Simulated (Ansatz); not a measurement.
End structure of a constructed model of the (100) surface of fcc Pt, a layer of Os in place of the second plane (bottom of the slab: a bare face, its two planes held):

```
CELL_PARAMETERS angstrom
      2.80721     0.00000     0.00000
      0.00000     2.80721     0.00000
      0.00000     0.00000    26.50000
ATOMIC_POSITIONS crystal
  Pt 0.50000 0.50000 0.31092
  Pt 0.00000 0.00000 0.38583
  Pt 0.50000 0.50000 0.46123
  Pt 0.00000 0.00000 0.53823
  Os 0.50000 0.50000 0.60869
  Pt 0.00000 0.00000 0.67695
```

Model: 6-atom slab, 10.0 Å thick at the start (thin: gaps and levels are the slab's own), 13x13x1 mesh, Fermi-Dirac 0.1 eV, dipole correction, 2 atoms held, the rest relaxed; held to the start's symmetry, so lower structures may exist; no spin, no spin-orbit, no U. It is one candidate, not shown to be the stable structure of the face.

Question: What work function of the top face does Ansatz (a first-principles code) with PBE give?

Answer: 5.30 eV
